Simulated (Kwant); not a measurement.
Device: armchair graphene ribbon with Kane-Mele spin-orbit coupling. 8 dimer lines, bond 0.142 nm, hopping 2.7 eV, scattering region 4 nm long; sites with one neighbour are removed; energy swept from -1.11 to 1.11 eV from the neutrality point. Staggered potential ±Δ on the two sublattices, Δ = 0.32 eV. Second-neighbour term iλ/(3√3) ν σz with λ = 0.13 eV, Rashba hopping 0 eV, exchange ±0 eV σz in the scattering region alone; these strengths are model values, not the material's.

The device is made up for the run: typed textbook-type constants, with dimensions and the other settings drawn at random.

Computed with Kwant: nearest-neighbour tight-binding model of a honeycomb sheet with an imaginary second-neighbour term, both spins, coherent transport at 0 K. Conductance is in e²/h.

Task: Is the sheet in its topological phase, how wide is its bulk gap, and what conductance is due inside it?

Result: At the two valleys the masses are λ ± Δ = 0.450 and -0.190 eV; the bulk gap is 2|λ − Δ| = 0.380 eV. λ < Δ, so the phase is trivial, and the gap gives G = 0. Simulated at 0.0740 eV: 0 e²/h.
